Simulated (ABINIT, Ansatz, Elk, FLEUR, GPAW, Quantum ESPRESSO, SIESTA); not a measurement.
## Code comparison for Fe (Im-3m, 1 atom in the cell)

Self-consistent single point.

```yaml
crystal:
  lattice:
    - [-1.41320, 1.41320, 1.41320]
    - [1.41320, -1.41320, 1.41320]
    - [1.41320, 1.41320, -1.41320]
  atoms:
    - { symbol: Fe, position: [0.00000, 0.00000, 0.00000], spin: 4.0 }
```
(The spins are starting values, not results.)

Shared settings, as Ansatz (a quantum-chemistry and plane-wave program) writes them: kpoints.mp_grid.grid = 16 16 16; scf.occupations.method = fermi_dirac; scf.occupations.width = 0.1 eV. Potentials and cutoffs stand in the table.

```json
[
 {"code": "SIESTA", "model": "LDA PW92, numerical atomic orbitals DZP, PseudoDojo LDA standard norm-conserving potentials (rewritten from UPF to PSML)", "pressure (GPa)": "-19.10", "size of the net moment (μB/atom)": "2.17", "cutoff": "grid 400 Ry"},
 {"code": "Quantum ESPRESSO", "model": "LDA (PZ), PSlibrary PAW (LDA) pseudopotentials", "pressure (GPa)": "-17.63", "size of the net moment (μB/atom)": "2.07", "cutoff": "55 Ry"},
 {"code": "FLEUR", "model": "LDA (Perdew-Zunger), all-electron FLAPW (FLEUR), scalar-relativistic valence", "pressure (GPa)": "–", "size of the net moment (μB/atom)": "2.08", "cutoff": "Kmax 4 1/bohr"},
 {"code": "GPAW", "model": "LDA (Perdew-Wang 92), GPAW PAW datasets LDA (gpaw-data 1.0.1)", "pressure (GPa)": "-16.39", "size of the net moment (μB/atom)": "2.12", "cutoff": "800 eV"},
 {"code": "ABINIT", "model": "LDA (PW92), norm-conserving pseudopotentials (PseudoDojo nc-sr-04 LDA standard)", "pressure (GPa)": "-16.12", "size of the net moment (μB/atom)": "2.18", "cutoff": "45 Ha"},
 {"code": "Ansatz", "model": "LDA (PW92), default PAW files made with PBE", "pressure (GPa)": "-16.94", "size of the net moment (μB/atom)": "2.12", "cutoff": "420 eV"},
 {"code": "Elk", "model": "LDA (PW92), all-electron FP-LAPW, Elk's shipped species files, APW+lo basis with extra local orbitals", "pressure (GPa)": "–", "size of the net moment (μB/atom)": "2.09", "cutoff": "rgkmax 7.5"}
]
```

A dash marks a value that a program does not give, or that is left out as unsure.

On Ansatz's run: with one magnetic atom in the cell only a parallel order is possible.

The spread over the programs that give each value: pressure within 2.98 GPa; size of the net moment within 0.11 μB/atom.

SIESTA uses small atom-centred bases, whose incompleteness enters pressures, forces and empty levels differently from a plane-wave cutoff. FLEUR and Elk treat all electrons, but the usual bases taken here (sphere radii, linearisation, local orbitals, empty states) were not tested for convergence, so the values are no reference for the others. Ansatz's pressure is given at a fixed set of plane waves, as the other plane-wave codes print theirs; with its correction for the finite basis it is -16.76 GPa. The same LDA comes in different parametrisations, which differ slightly. In the pressure, SIESTA (by 2.43) lies more than 1 GPa from the median of the plane-wave programs.

The starting cell comes from a database of computed structures (which also holds hypothetical and non-ambient phases and stackings), without a prior relaxation at this level. Its lattice was rescaled by a random factor within 2.5 % of one.

Keys are those of Ansatz 0.2.
